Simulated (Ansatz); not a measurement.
Consider Tl2O in the anti-fluorite structure (space group Fm-3m, No. 225; a = 6.4314 Å; a hypothetical phase, not in the database extracts checked).

Calculations: PBEsol (Ansatz, a first-principles code; PAW; 420 eV plane waves; scalar-relativistic without spin-orbit coupling).

One change was made to it. Results:

```tsv
quantity	base	after
shortest interatomic distance	2.785 Å	2.758 Å
density	10.61 g/cm³	10.91 g/cm³
```

Q: Which of these changes matches the shifts?
A) pressure 1.5 GPa
B) pressure 7.5 GPa
C) pressure −2 GPa

A: A, pressure 1.5 GPa. For comparison, the shortest interatomic distance in the other runs: pressure −2 GPa gives 2.828 Å; pressure 7.5 GPa gives 2.680 Å.

Load acts through the strain it causes; cell and atoms are relaxed under it. No phonon test of stability was made. No other phases were tried under pressure. All final runs are without spin polarisation.
